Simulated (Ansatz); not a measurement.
# Hypothetical Fm-3m WTe2: element substitutions

Take WTe$_{2}$ (space group Fm-3m, No. 225; a hypothetical phase, not in the database extracts checked) as the base.

Space group Fm-3m (No. 225); a = b = c = 6.569 Å, α = β = γ = 90.00°

```
atom  site  symmetry       x       y       z
----  ----  --------  ------  ------  ------
W       4a      m-3m  0.0000  0.0000  0.0000
Te      8c      -43m  0.2500  0.2500  0.2500
```
(The calculation used a cell of 3 atoms; values per cell refer to that cell.)

Each row replaces one element on all its sites; cell and atoms are relaxed.

All numbers come from plane-wave PAW DFT at the PBEsol level (Ansatz, an electronic-structure program, 420 eV), no spin-orbit coupling, earlier PAW set.

```json
[
 {"variant": "base", "shortest interatomic distance": "2.845 Å", "density": "10.29 g/cm³"},
 {"variant": "W → Hf", "shortest interatomic distance": "3.026 Å", "density": "8.44 g/cm³"},
 {"variant": "W → Mo", "shortest interatomic distance": "2.841 Å", "density": "8.26 g/cm³"},
 {"variant": "Te → Fe", "shortest interatomic distance": "2.395 Å", "density": "11.60 g/cm³"}
]
```

Other magnetic orders, which the real material may have, were not ruled out. No phonon test of stability was made. As relaxed here, HfTe2, MoTe2 and Fe2W are hypothetical phases, not in the database extracts checked. Spin-polarised in the final run: Fe2W; the other runs are not. WTe2 and MoTe2 have a high density of states at the Fermi level and may be magnetic at this level.
